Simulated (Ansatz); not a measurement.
# Pressure series in hypothetical P6_3/mmc SiSe2

The parent structure is SiSe2 in the 2H-MoS2 type structure (space group P6_3/mmc, No. 194; a hypothetical phase, not in the database extracts checked; layered, stacked along the Cartesian z axis).

```yaml
crystal:
  lattice:
    - [3.44021, 0.00000, 0.00000]
    - [-1.72010, 2.97931, 0.00000]
    - [0.00000, 0.00000, 11.03354]
  atoms:
    - { symbol: Si, position: [0.33333, 0.66667, 0.25000] }
    - { symbol: Si, position: [0.66667, 0.33333, 0.75000] }
    - { symbol: Se, position: [0.33333, 0.66667, 0.60799] }
    - { symbol: Se, position: [0.66667, 0.33333, 0.10799] }
    - { symbol: Se, position: [0.66667, 0.33333, 0.39201] }
    - { symbol: Se, position: [0.33333, 0.66667, 0.89201] }
```

Cell and atoms are relaxed at each pressure.

Method: PBEsol-D3(BJ) in Ansatz (plane waves to 420 eV, PAW, scalar-relativistic without spin-orbit coupling).

| P (GPa) | V (Å³/atom) |
|---|---|
| -2.00 | 19.383 |
| -1.00 | 19.104 |
| 0.90 | 18.637 |
| 2.10 | 18.373 |
| 4.50 | 17.898 |
| 9.01 | 17.132 |
| 15.00 | 16.295 |
| 22.50 | 15.457 |
| 30.00 | 14.807 |

**Question.** Fit a third-order Birch–Murnaghan equation of state.

**Answer.** Least squares on P(V) = (3B₀/2)[(V₀/V)^(7/3) − (V₀/V)^(5/3)]·[1 + (3/4)(B₀′ − 4)((V₀/V)^(2/3) − 1)] gives V₀ = 18.86 Å³/atom, B₀ = 77 GPa and B₀′ = 3.9.

Load acts through the strain it causes; cell and atoms are relaxed under it. Stability against distortions was not tested. No other phases were tried under pressure. All final runs are without spin polarisation.

Ansatz is a program for electronic structure.
